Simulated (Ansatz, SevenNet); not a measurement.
For NbP (I4₁md, No. 109, 4 atoms in the cell; start mp-9339), the machine-learned potential SevenNet-0 (trained on PBE and PBE+U data) gives:

- equilibrium lattice constant a = 3.343 Å
- lattice parameter c = 11.597 Å

Q: What does PBE-D3(BJ) (Ansatz, a first-principles code, plane waves, PAW) give for the same quantities?

A: 
- lattice constant a: 3.316 Å (drops by 0.8 %)
- lattice parameter c: 11.252 Å (shrinks by 3.0 %)

Changes are worked out from the printed values.

Unless a cell is named, each level is at its own relaxed cell (SevenNet-0 16.20, PBE-D3(BJ) 15.46 Å³/atom).

Caveats: the relaxation could not lower the start's symmetry, so the cell can be a saddle point above a distorted one (SevenNet-0, PBE-D3(BJ)). Ansatz's density-functional and Hartree–Fock values are scalar-relativistic unless marked +SOC, with PAW data made under PBE.

A start named mp-… is a Materials Project structure, which need not be a measured phase.
